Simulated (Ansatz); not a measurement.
Seebeck coefficient (μV/K, mean over directions) of p-type C (Fd-3m) against carrier density, PBE, rigid bands (Ansatz, a first-principles code). Computed gap 4.16 eV; densities at which minority carriers matter at this gap, or further valleys turn the trend, are left out. Conductivity mass 0.49 mₑ (harmonic mean over directions), N_v = 4.1e19 cm⁻³ at 300 K.

```csv
hole density,300 K,500 K,800 K
1e16 cm⁻³,929,995,1056
1e17 cm⁻³,730,796,857
1e18 cm⁻³,532,598,(withheld)
3e18 cm⁻³,438,503,564
1e19 cm⁻³,335,400,461
3e19 cm⁻³,244,307,367
1e20 cm⁻³,153,210,266
3e20 cm⁻³,86,(withheld),180
1e21 cm⁻³,(withheld),66,101
```

**Question.** Complete the blanks.

**Answer.** 
- 1e18 cm⁻³, 800 K: 659
- 3e20 cm⁻³, 500 K: 130
- 1e21 cm⁻³, 300 K: 41

Rigid bands with a gap fixed in temperature, one relaxation time for all states, no polarons or phonon drag, and whether or not such doping can be reached. Spin-orbit coupling is left out. Geometry: cell and atoms relaxed with PBEsol.
